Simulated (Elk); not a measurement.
Band structure of Nb (Im-3m, 1 atom in the cell).

```yaml
crystal:
  lattice:
    - [-1.68370, 1.68370, 1.68370]
    - [1.68370, -1.68370, 1.68370]
    - [1.68370, 1.68370, -1.68370]
  atoms:
    - { symbol: Nb, position: [0.00000, 0.00000, 0.00000] }
```

Method: PBE, all-electron FP-LAPW, Elk's shipped species files, APW+lo basis with extra local orbitals run with Elk 10.2.4.

Settings: xctype = 20; rgkmax = 8; swidth = 0.00367493 Ha; ngridk = 11 11 11; gmaxvr = 16 1/bohr; nxlo = 2; lorbcnd = true; lmaxi = 3; maxscl = 100.

The starting cell comes from a database of computed structures (which also holds hypothetical and non-ambient phases and stackings), without a prior relaxation at this level. Its lattice was rescaled by a random factor within 2.5 % of one. Spin polarisation is off. Values depend on the basis (sphere radii, cutoffs, local orbitals), which need not be converged.

Levels in eV from the Fermi level, bands 3 to 10:
```
point       3       4      5      6      7     8     9    10
-----  ------  ------  -----  -----  -----  ----  ----  ----
Γ      -29.83  -29.83  -5.80   0.38   0.38  0.38  3.11  3.11
H      -30.61  -30.61  -3.41  -3.41   5.22  5.22  5.22  8.59
N      -30.19  -29.84  -3.49  -1.50   2.03  3.10  3.74  5.93
P      -30.40  -30.40  -1.06  -1.06  -1.06  3.85  3.85  8.83
```

Bands cross the Fermi level along this path, so the cell is metallic at this level.
